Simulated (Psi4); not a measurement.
Psi4 1.11, PBE/def2-svp: Cl[SiH2][SiH2][Si](Cl)(Cl)Cl, 11 atoms. The geometry is a generated start, not checked to be a minimum at this level.

```
Property                                             Value
--------------------------  ------------------------------
task                                                energy
method                                                 pbe
basis                                             def2-svp
memory                                                3 GB
maxiter                                                100
keys of the molecule block                     symmetry c1
scf_type                                      df (default)
guess                       auto, which took SAD (default)
scf_initial_accelerator                    adiis (default)
e_convergence                              1e-06 (default)
d_convergence                              1e-06 (default)
dft_radial_points                             75 (default)
dft_spherical_points                         302 (default)
basis functions                                        146
grid points                                         230765
```

```xyz
11

Si     1.7574    -0.2558     0.9215
Cl     2.7594     1.3275     0.1621
Si     0.0369    -0.8752    -0.5228
Si    -1.7212     0.6574    -0.5069
Cl    -3.3421     0.1377    -1.6125
Cl    -2.3892     0.9151     1.4024
Cl    -1.1294     2.4872    -1.1652
H      1.2771     0.1494     2.2440
H      2.7540    -1.3076     1.1322
H     -0.4844    -2.1952    -0.1395
H      0.4815    -1.0404    -1.9154
```

One run each on 2 threads. Values of diis_max_vecs tried: 3, 6, 10 (default), 20.

### Question
Which value of diis_max_vecs needs the fewest SCF iterations, and what happens away from it?

### Answer
Fewest SCF iterations, within one of each other: 6 with 8, 10 (default) with 8, 20 with 8. The count rises to 12 at 3. All converge to one solution.

```json
[
 {"diis_max_vecs": "3", "SCF iterations": "12", "end": "same solution"},
 {"diis_max_vecs": "6", "SCF iterations": "8", "end": "same solution"},
 {"diis_max_vecs": "10 (default)", "SCF iterations": "8", "end": "same solution"},
 {"diis_max_vecs": "20", "SCF iterations": "8", "end": "same solution"}
]
```
